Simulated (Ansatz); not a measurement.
Start from SiC in the zinc blende structure (space group F-43m, No. 216).

```xyz
2
Lattice="0.0000 2.1645 2.1645 2.1645 0.0000 2.1645 2.1645 2.1645 0.0000" Properties=species:S:1:pos:R:3 pbc="T T T"
Si     0.0000     0.0000     0.0000
C      1.0822     1.0822     1.0822
```

Cartesian axes are those of the cell as printed.

Calculations: Ansatz (an electronic-structure program) LDA, spin-orbit coupling left out.

For the base:

The electron mass is 0.68 mₑ along k, 0.23 mₑ across (at X). The band gap is 1.30 eV.

Modification: biaxial strain +0.50 %, plane normal [001], relaxed out of plane (Cartesian); in-plane vectors clamped, the third vector and the atoms free.

Task: Predict the new in-plane stress, electron mass, energy relative to the base and band gap.

Result: The mean in-plane stress (compression positive) comes out as -2.2 GPa; the electron mass becomes 0.67 mₑ along k, 0.23 mₑ across (at X) (base: 0.68 mₑ along k, 0.23 mₑ across (at X)); the energy goes up by 0.7 meV/atom; the band gap decreases by 0.085 eV to 1.22 eV.

Effective masses come from finite differences of ±0.01 Å⁻¹. Along k means along the line from Γ to the band edge. Stability against distortions was not tested.
